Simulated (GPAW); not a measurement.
Band structure of YAl₃ (Pm-3m, 4 atoms in the cell).

```xyz
4
Lattice="4.2044 0.0000 0.0000 0.0000 4.2044 0.0000 0.0000 0.0000 4.2044" Properties=species:S:1:pos:R:3 pbc="T T T"
Y      0.0000     0.0000     0.0000
Al     0.0000     2.1022     2.1022
Al     2.1022     0.0000     2.1022
Al     2.1022     2.1022     0.0000
```

Method of the run: LDA (Perdew-Wang 92), GPAW PAW datasets LDA (gpaw-data 1.0.1) (plane waves; GPAW).

Settings: mode = pw; ecut = 550 eV; xc = LDA; kpts = 6 6 6; mesh shift (steps) = 0 0 0; occupations.name = fermi-dirac; occupations.width = 0.1 eV; nbands = -8; convergence.forces = 0.001 eV/Å; symmetry.symmorphic = false; symmetry.tolerance = 0.0005; maxiter = 100; bandpath_npoints = 40.

The starting cell comes from a database of computed structures (which also holds hypothetical and non-ambient phases and stackings), without a prior relaxation at this level. Its lattice was rescaled by a random factor within 2.5 % of one.

Levels in eV from the Fermi level, bands 7 to 14:
| point | 7 | 8 | 9 | 10 | 11 | 12 | 13 | 14 |
|---|---|---|---|---|---|---|---|---|
| Γ | -3.00 | -1.50 | -1.50 | -1.50 | 1.64 | 1.64 | 1.64 | 1.69 |
| X | -1.88 | -1.88 | -1.73 | 0.05 | 1.26 | 1.26 | 1.64 | 2.15 |
| M | -5.14 | -4.09 | -0.72 | -0.72 | 1.05 | 1.38 | 2.80 | 3.06 |
| R | -5.02 | -4.20 | -2.24 | -2.24 | -2.24 | 1.69 | 3.70 | 3.70 |

Bands cross the Fermi level along this path, so the cell is metallic at this level.
